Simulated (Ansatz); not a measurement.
**Convergence study of the k-point mesh for MoTe2 (P3m1, 6 atoms in the cell)**

```xyz
6
Lattice="1.7653 -3.0576 0.0000 1.7653 3.0576 0.0000 0.0000 0.0000 14.0019" Properties=species:S:1:pos:R:3 pbc="T T T"
Te     1.7653     1.0192    12.3577
Te     1.7653    -1.0192     5.3067
Te     1.7653    -1.0192     1.6942
Te     1.7653     1.0192     8.6952
Mo     1.7653     1.0192     3.5005
Mo     1.7653    -1.0192    10.5014
```

Method: LDA (PW92), default PAW files made with PBE (plane waves; Ansatz, a quantum-chemistry and plane-wave program).

Base settings: basis.ecutwfc = 420 eV; kpoints.mp_grid.grid = 8 8 2; hamiltonian.xc = lda; hamiltonian.pseudopotentials = {kind: paw} (the program's default PAW files); scf.occupations.method = fermi_dirac; scf.occupations.width = 0.01 eV.

The second cell is the first with its lattice scaled by 0.98.

Only quantities that move along the ladder and can be compared are tabulated.

The count of work is k-points × plane waves × bands × iterations; it is no time. Core times come from one kind of shared machine, to one figure; runs under 30 s give none.

The starting cell has typed, rounded lattice constants, without a prior relaxation at this level. Its lattice was rescaled by up to half a per cent. One atom was moved a little off its site on purpose. Spin polarisation is off. In the base run, with a pressure of about -5 GPa the cell is away from its equilibrium volume at this level. Ansatz's pressure includes its estimate of the finite-basis (Pulay) stress.

```tsv
kpoints.mp_grid.grid	free energy less the last step's (meV/atom)	energy of the compressed cell less the first (meV/atom)	pressure (GPa)	largest difference of a force vector from the last step's (eV/Å)	count of work / last	core time / last (rough)
2 2 1	268.11	-3.83	-3.46	0.102	0.0078	–
3 3 1	-20.42	-17.30	-4.80	0.298	0.012	–
4 4 1	-9.40	-14.54	-4.55	0.044	0.016	–
5 5 1	9.97	-12.09	-4.31	0.044	0.020	–
5 5 2	0.32	-14.04	-4.49	0.002	0.039	–
6 6 2	0.19	-14.29	-4.52	0.004	0.055	–
7 7 2	0.24	-14.20	-4.51	0.000	0.062	–
8 8 2	0.24	-14.22	-4.51	0.002	0.078	–
9 9 2	0.12	-14.26	-4.51	0.001	0.094	–
10 10 3	0.01	-14.29	-4.52	0.000	0.14	–
11 11 3	0.00	-14.29	-4.52	0.000	0.16	0.2
13 13 3	0.00	-14.29	-4.52	0.000	0.22	0.2
14 14 3	0.00	-14.29	-4.52	0.000	0.25	0.3
15 15 4	0.00	-14.29	-4.52	0.000	0.39	0.4
17 17 4	0.00	-14.29	-4.52	0.000	0.48	0.5
19 19 5	0.00	-14.29	-4.52	0.000	0.70	0.7
21 21 5	0.00	-14.29	-4.52	0.000	0.85	0.9
23 23 5	0.00	-14.29	-4.52	0.000	1.0	1
```

Coarsest kpoints.mp_grid.grid that holds the forces within 0.02 eV/Å of the last step, with all finer ones: 5 5 2, at 0.039 of the last step's count of work; the step before is off by 0.044 eV/Å.

Coarsest kpoints.mp_grid.grid that holds the free energy within 5 meV/atom of the last step, with all finer ones: 5 5 2, at 0.039 of the last step's count of work; the step before is off by 10.0 meV/atom.

Coarsest kpoints.mp_grid.grid that holds the pressure within 0.1 GPa of the last step, with all finer ones: 5 5 2, at 0.039 of the last step's count of work; the step before is off by 0.21 GPa.

Keys are those of Ansatz 0.2.
